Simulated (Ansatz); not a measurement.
The starting structures come from a database of crystals and need not be the phases stable at ambient conditions.

Data:

```
BaZrF6
1.0
    6.92063     0.00000     0.00000
   -2.71784     6.36462     0.00000
    0.00000     0.00000     5.46636
Ba Zr F
2 2 12
Direct
  0.75000   0.25000   0.56388
  0.25000   0.75000   0.43612
  0.25000   0.25000   0.00000
  0.75000   0.75000   0.00000
  0.81872   0.56590   0.24821
  0.18128   0.43410   0.75179
  0.68128   0.93410   0.24821
  0.31872   0.06590   0.75179
  0.56590   0.81872   0.75179
  0.43410   0.18128   0.24821
  0.93410   0.68128   0.75179
  0.06590   0.31872   0.24821
  0.43468   0.56532   0.15804
  0.56532   0.43468   0.84196
  0.06532   0.93468   0.15804
  0.93468   0.06532   0.84196
```

Space group of this cell: Cmme. The cell is taken as given.

Transport runs along the normal of the first two printed cell vectors.

The gap is the functional's own. No spin-orbit coupling. Mid-gap values are interpolated on the energy grid.

Task: Give the band gap and the smallest decay constant κ at mid-gap that r2SCAN run with Ansatz (a program for electronic structure) yields.

Result: Gap 7.17 eV on a 6×6×6 mesh; κ = 0.597 1/Å, at the zone centre.
